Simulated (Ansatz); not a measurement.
**Computed paths: O vacancy in beta Ga2O3 with all lengths changed by -1 %, charge state +2**

System: O vacancy in beta Ga2O3 with all lengths changed by -1 % (charge state +2). These are PBE, PAW (plane waves to 420 eV; Ansatz, an electronic-structure program) values and carry that method's errors.

Settings: 120 host sites, the strained lattice (strain from the relaxed PBE one, atoms relaxed), the Γ point alone, smearing 0.01 eV, spin-restricted, no image-charge correction. Static, classical nuclei. The charge state is imposed; whether it is stable for some Fermi level was not computed. Forms of the defect that were not tried may lie lower.

Barriers: single points on a 2×2×2 k-point mesh shifted by half a step at the bands' geometries (they differ from the bands' own by up to 0.05 eV, and are uncertain by about as much).

```csv
Route,Start site over the lowest site run (eV),Hop (Å),Forward barrier (eV),Backward barrier (eV),Neighbours at the start,Neighbours at the saddle,Saddle order,"Forward, on the band's own sampling (eV)"
one O atom jumps into the vacancy from a nearby O site (strongly reconstructed ends),0.08,2.70,1.56,1.63,"Ga at 1.89, Ga at 1.98, Ga at 2.06, Ga at 2.21 Å","Ga at 1.86, Ga at 1.97 Å",not checked,1.55
one O atom jumps into the vacancy from a nearby O site (strongly reconstructed ends),0.08,2.71,1.68,0.88,"Ga at 1.86, Ga at 1.88, Ga at 1.91 Å","Ga at 1.84, Ga at 1.89, Ga at 2.39 Å",not checked,1.64
```

Paths come from climbing-image nudged elastic band runs.   A further band (one O atom jumps into the vacancy from a nearby O site, 2.98 Å) gave 1.51 eV forward on its own sampling, 1.59 eV above the lowest site run, but a shoulder points to a second hump between its images, so it is not taken as a result.

The whole set of runs took roughly 8 core-hours.
